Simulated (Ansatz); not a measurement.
## Zr in the hcp (Mg type) structure (space group P6_3/mmc, No. 194)

```cif
data_Zr2
_chemical_formula_sum 'Zr2'
_space_group_name_H-M_alt 'P63/mmc'
_space_group_IT_number 194
_space_group_name_Hall '-P 6c 2c'
_cell_length_a 3.24591
_cell_length_b 3.24591
_cell_length_c 5.15116
_cell_angle_alpha 90.000
_cell_angle_beta 90.000
_cell_angle_gamma 120.000
loop_
_atom_site_label
_atom_site_type_symbol
_atom_site_symmetry_multiplicity
_atom_site_Wyckoff_symbol
_atom_site_fract_x
_atom_site_fract_y
_atom_site_fract_z
_atom_site_occupancy
Zr1 Zr 2 d 0.66667 0.33333 0.25000 1
```

Computed with plane-wave PAW DFT at the r2SCAN level (Ansatz, a program for electronic structure, 500 eV), without spin-orbit coupling, earlier PAW set. Γ-centred 16×16×9 mesh, Fermi–Dirac width 0.05 eV.

| Quantity | Result |
|---|---|
| Volume per atom | 23.50 Å³ |
| Density | 6.45 g/cm³ |
| Band gap | zero |
| Total energy | -4195.052 eV/atom (σ→0; compares only within this code and set-up) |

Whether these cells are dynamically stable was not tested. All final runs are without spin polarisation.
